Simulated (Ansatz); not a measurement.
LaRu2P2: alloy series

The parent structure is LaRu$_{2}$P$_{2}$ (space group I4/mmm, No. 139; a cell from a computed database, its experimental status unchecked).

```cif
data_La2P4Ru4
_chemical_formula_sum 'La2 P4 Ru4'
_space_group_name_H-M_alt 'I4/mmm'
_space_group_IT_number 139
_space_group_name_Hall '-I 4 2'
_cell_length_a 4.01358
_cell_length_b 4.01358
_cell_length_c 10.60179
_cell_angle_alpha 90.000
_cell_angle_beta 90.000
_cell_angle_gamma 90.000
loop_
_atom_site_label
_atom_site_type_symbol
_atom_site_symmetry_multiplicity
_atom_site_Wyckoff_symbol
_atom_site_fract_x
_atom_site_fract_y
_atom_site_fract_z
_atom_site_occupancy
La1 La 2 a 0.00000 0.00000 0.00000 1
P1 P 4 e 0.00000 0.00000 0.35915 1
Ru1 Ru 4 d 0.00000 0.50000 0.25000 1
```
(The calculation used a cell of 5 atoms; values per cell refer to that cell.)

The other end (x = 1) is LaRu$_{2}$Si$_{2}$ (space group I4/mmm, No. 139; a model cell): 17.37 Å³/atom, gap zero.

Si replaces a fraction x of P; each row is one arrangement (x, atoms in the cell, starting space group or random), fully relaxed.

Level of theory: plane-wave PAW DFT at the PBEsol level (Ansatz, an electronic-structure program, 420 eV), no SOC.

```
Si fraction x          volume per atom (Å³/atom)
---------------------  -------------------------
0                                         17.078
0.25 (Amm2, 10 atoms)                          ?
0.5 (Cmcm, 10 atoms)                      16.905
0.5 (I4mm, 5 atoms)                       16.895
1                                         17.365
```

Question: Fit V(x) = (1 − x) V(0) + x V(1) − b x(1 − x) with the ends held (b = 0 is Vegard's rule) to the rows shown and predict the withheld row.

Answer: Least squares on the printed values gives b = 1.29 Å³/atom, against 17.150 Å³/atom from the straight line alone (largest residual 0.005 Å³/atom); this predicts 16.909 Å³/atom, and the run gives 16.782 Å³/atom, 0.127 lower.

These are small ordered cells, not random alloys; other orderings at the same x differ. Whether these cells are dynamically stable was not tested. All final runs are without spin polarisation. An odd electron count without spin: La2Ru4SiP3, LaRu2P2 and LaRu2Si2.
